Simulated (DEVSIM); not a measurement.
System: Ti/SiO2/p-Ge capacitor, at 300 K.

| layer (left to right) | material | thickness (nm) | Na (cm⁻³) |
|---|---|---|---|
| 1 | SiO2 | 3.70 | - |
| 2 | Ge | 820 | 5.2e17 |

Metal gate on the left, work function 4.33 eV. Fixed charge at the semiconductor interface 0 cm⁻² (in units of +e); no interface traps.

This is a model device: material constants are rounded textbook-type values typed into the input, and sizes, dopings and lifetimes were drawn at random. Values at 300 K; Nc and Nv go as T^1.5, mobilities as T to minus their exponent, the gap by Varshni's rule with the affinity fixed.

| parameter | SiO2 | Ge |
|---|---|---|
| gap (eV) | 9 | 0.664 |
| affinity (eV) | 0.9 | 4 |
| permittivity | 3.9 | 16 |
| Nc (cm⁻³) | - | 1.04e19 |
| Nv (cm⁻³) | - | 6e18 |
| Varshni α (eV/K) | - | 0.000477 |
| Varshni β (K) | - | 235 |

Simulated with DEVSIM: 1D Poisson equation in equilibrium, Boltzmann statistics, complete ionisation; no quantum confinement or tunnelling. Metal contacts follow the ideal Schottky-Mott rule: no Fermi-level pinning, no interface dipoles.

The temperature was swept, all else fixed.

```tsv
temperature (K)	minimum of the low-frequency capacitance (μF/cm²)	flat-band voltage (V)	threshold voltage (band bending 2φF) (V)
250	0.264	-0.31	0.66
300	0.276	-0.27	0.63
350	0.300	-0.23	0.59
400	0.321	-0.19	0.54
450	0.359	-0.15	0.50
500	0.396	-0.11	0.44
```

From the first row to the last the minimum of the low-frequency capacitance goes from 0.264 to 0.396. From the first row to the last the flat-band voltage goes from -0.31 to -0.11.
